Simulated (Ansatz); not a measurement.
**Al on the 1x1 (10-10) surface of wurtzite ZnO (cut with top plane O + Zn), one in a 2x1 cell, started at the site 'over O at depth 0.9 Å'**

Host crystal: wurtzite ZnO, with a band gap (PBE, scalar-relativistic without spin-orbit coupling).

Calculation: PBE (plane waves to 420 eV, PAW; Ansatz, a program for electronic structure).

Model: 33-atom slab, 9.4 Å thick at the start under the adsorbate (thin: gaps and levels are the slab's own), 3x4x1 mesh, Fermi-Dirac 0.01 eV, dipole correction, 16 atoms held, the rest relaxed; held to the start's symmetry, so lower structures may exist; spin-polarised, ending with about 0.2 μB a cell, a value that depends on the mesh; orders that need a larger cell were not tried, no spin-orbit, no U, no dispersion correction. The slab shows no gap over 0.04 eV on its mesh. At the end it is bonded to 3 O + 3 Zn. In PBE this state lies 0.08 eV over the lowest of the starts that converged ('top Zn #2').

| Item | Value |
|---|---|
| energy of the end state, in which the adsorbate broke or entered a bond of the host, against an atom of fcc Al | 0.69 eV |
| work function of the top face | 3.83 eV |
| change of the step from the bottom to the top vacuum level, against the clean slab | -0.55 eV |
| energy released by relaxation | 1.76 eV |
| height of the binding atom over the mean of the host atoms within 0.3 Å of the top one | 0.370 Å |
| largest move of a host atom | 0.73 Å |
| note | in the relaxation the adsorbate left its starting site by 1.0 Å |
| cost | around 40 core-minutes (rough) |

A negative adsorption energy means that the adsorbate is more stable on the surface than in its reference.
